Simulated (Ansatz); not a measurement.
# Hf (Fm-3m, No. 225, 1 atom in the cell; start COD 1534929; another form than the element's usual one)

All values below come from PBEsol (Ansatz, a program for electronic structure, PAW).

Run with plane-wave cutoff 520 eV, 22×22×22 k mesh, Fermi–Dirac smearing 0.05 eV, scalar-relativistic PAW data made under PBE.

Cell (relaxed at this level):

Space group Fm-3m (No. 225); a = b = c = 4.4185 Å, α = β = γ = 90.00°

```tsv
atom	site	symmetry	x	y	z
Hf	4a	m-3m	0.0000	0.0000	0.0000
```
(The calculation used a cell of 1 atom; values per cell refer to that cell.)

| Property | Value |
|---|---|
| band gap | zero (no gap) |
| bulk modulus | 108 GPa |

Note: the relaxation could not lower the start's symmetry, so the cell can be a saddle point above a distorted one; the bulk modulus is −V dP/dV from two relaxed cells at ±2 % in volume.

Spin–orbit coupling is not included.

Static lattice: no zero-point or thermal effects.
